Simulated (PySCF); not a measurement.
PySCF 2.14.0, CCSD (frozen core)/cc-pvdz: Ga(Me)3 ([CH3][Ga]([CH3])[CH3]), 13 atoms. The geometry is a generated start, not checked to be a minimum at this level.

```
Item                                                  Result
-------------------------------  ---------------------------
task                                                    ccsd
basis                                                cc-pvdz
two-electron scheme              exact four-centre integrals
frozen core                                             true
mf.init_guess                                minao (default)
mf.DIIS                                      CDIIS (default)
mf.diis_space                                    8 (default)
mf.conv_tol                                  1e-09 (default)
basis functions (reference run)                          114
```

On 4 threads, 1 BLAS thread. Build: conda-forge: OpenMP (GNU), OpenBLAS with its own threads, libcint, Libxc. One run each, on a shared machine, so no times are given.

Values of mol.max_memory tried: 8000 MB, 4000 MB, 2000 MB, 1000 MB, 500 MB, 300 MB, 200 MB.

Task: Which of these memory settings still run, and by which path?

Result: It runs down to 200 MB, the lowest tried, with the same result. At 8000 MB: SCF integrals in memory, transformation in memory. From 1000 MB down: SCF integrals in memory, transformation through a file. From 200 MB down: direct SCF, transformation through a file.

| mol.max_memory | path | peak memory |
|---|---|---|
| 8000 MB | SCF integrals in memory, transformation in memory | 0.77 GiB |
| 4000 MB | SCF integrals in memory, transformation in memory | 0.76 GiB |
| 2000 MB | SCF integrals in memory, transformation in memory | 0.77 GiB |
| 1000 MB | SCF integrals in memory, transformation through a file | 1.1 GiB |
| 500 MB | SCF integrals in memory, transformation through a file | 1.1 GiB |
| 300 MB | SCF integrals in memory, transformation through a file | 1.1 GiB |
| 200 MB | direct SCF, transformation through a file | 0.96 GiB |

Peak memory is the kernel's count for the largest process, libraries included and scratch files not. The peak passes the setting at 1000 MB, 500 MB, 300 MB, 200 MB: it is no hard cap.
